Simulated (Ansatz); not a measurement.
The starting structures come from a database of crystals and need not be the phases stable at ambient conditions.

 Where the default PAW files enter, the runs use the earlier of Ansatz's two default sets.

The decay constant κ of evanescent states in the gap governs leakage through a thin film.

Input:

```
CELL_PARAMETERS angstrom
      5.66172     0.00000     0.00000
     -1.57877     5.43715     0.00000
      1.72646     2.29907     6.60838
ATOMIC_POSITIONS crystal
  Ca 0.83539 0.17025 0.24243
  Ca 0.17025 0.83539 0.74243
  Mg 0.50297 0.50465 0.00047
  Mg 0.50465 0.50297 0.50047
  As 0.82383 0.18189 0.74938
  As 0.18189 0.82383 0.24938
  O  0.24379 0.12205 0.07812
  O  0.12205 0.24379 0.57812
  O  0.60292 0.17456 0.62027
  O  0.17456 0.60292 0.12027
  O  0.83084 0.40280 0.87919
  O  0.40280 0.83084 0.37919
  O  0.76465 0.88593 0.92280
  O  0.88593 0.76465 0.42280
  F  0.42292 0.58756 0.74954
  F  0.58756 0.42292 0.24954
```

Space group of this cell: Cc. The cell is taken as given; by r2SCAN its mean pressure is -6.5 GPa.

Transport runs along the normal of the first two printed cell vectors.

No gap correction and no spin-orbit coupling; mid-gap values are interpolated between computed energies.

Compute, with Ansatz (a quantum-chemistry and plane-wave program) with r2SCAN, the band gap and the smallest decay constant κ at mid-gap.

Gap 4.60 eV on a 6×6×6 mesh; κ = 0.392 1/Å, at the zone centre.
